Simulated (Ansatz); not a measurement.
Density of states of a (111) slab of GaN (cut from a parent of space group no. 186; 16 atoms in the cell).

```yaml
crystal:
  lattice:
    - [5.54051, 0.00000, 0.00000]
    - [-2.77026, 5.44850, 0.00000]
    - [0.00000, 0.00000, 19.90910]
  atoms:
    - { symbol: Ga, position: [0.94424, 0.41821, 0.35160] }
    - { symbol: Ga, position: [0.50603, 0.87512, 0.38988] }
    - { symbol: Ga, position: [0.40115, 0.33204, 0.42816] }
    - { symbol: Ga, position: [0.96294, 0.78895, 0.46643] }
    - { symbol: Ga, position: [0.85806, 0.24587, 0.50471] }
    - { symbol: Ga, position: [0.41986, 0.70278, 0.54299] }
    - { symbol: Ga, position: [0.31498, 0.15969, 0.58127] }
    - { symbol: Ga, position: [0.87677, 0.61661, 0.61955] }
    - { symbol: N, position: [0.11642, 0.76258, 0.38044] }
    - { symbol: N, position: [0.67821, 0.21949, 0.41873] }
    - { symbol: N, position: [0.57334, 0.67640, 0.45701] }
    - { symbol: N, position: [0.13512, 0.13332, 0.49529] }
    - { symbol: N, position: [0.03025, 0.59023, 0.53356] }
    - { symbol: N, position: [0.59204, 0.04715, 0.57184] }
    - { symbol: N, position: [0.48716, 0.50406, 0.61012] }
    - { symbol: N, position: [0.04895, 0.96098, 0.64840] }
```

Method of the run: PBEsol, PAW files made with PBE (plane waves; Ansatz, a first-principles code).

SCF settings: basis.ecutwfc = 420 eV; kpoints.mp_grid.grid = 3 3 1; hamiltonian.xc = pbesol; hamiltonian.pseudopotentials = {kind: paw} (the program's default PAW files); scf.occupations.method = fermi_dirac; scf.occupations.width = 0.05 eV. Keys of the DOS step: output.dos.nscf_kmesh.grid = 5 5 1; output.dos.method = {smearing: {sigma: 0.3}} eV.

The starting cell comes from a database of computed structures (which also holds hypothetical and non-ambient phases and stackings), without a prior relaxation at this level. The slab is cut from that crystal, and its faces are unrelaxed. Its lattice was rescaled in the plane by a random factor within 2.5 % of one. Spin polarisation is off, though cut faces can carry moments; the slab shows no gap. The two faces of this cut differ, and no dipole correction was used.

Total DOS (both spins), as means of the tabulated values in each energy bin; the zero is the program's Fermi level or highest filled level, and the curve is cut to this window:

(E (eV), states/eV/cell): (-7.88, 0.02); (-7.62, 0.25); (-7.38, 1.18); (-7.12, 2.95); (-6.88, 4.88); (-6.62, 6.32); (-6.38, 7.06); (-6.12, 6.53); (-5.88, 5.66); (-5.62, 4.65); (-5.38, 4.08); (-5.12, 4.45); (-4.88, 5.03); (-4.62, 5.08); (-4.38, 5.30); (-4.12, 5.61); (-3.88, 5.62); (-3.62, 6.38); (-3.38, 7.03); (-3.12, 7.40); (-2.88, 8.08); (-2.62, 8.77); (-2.38, 8.43); (-2.12, 7.75); (-1.88, 7.22); (-1.62, 6.74); (-1.38, 7.16); (-1.12, 6.88); (-0.88, 6.48); (-0.62, 8.06); (-0.38, 10.1); (-0.12, 9.85); (0.12, 6.48); (0.38, 2.63); (0.62, 2.62); (0.88, 4.88)

Around zero the curve holds about 8.4 states/eV/cell.

Keys are those of Ansatz 0.2.
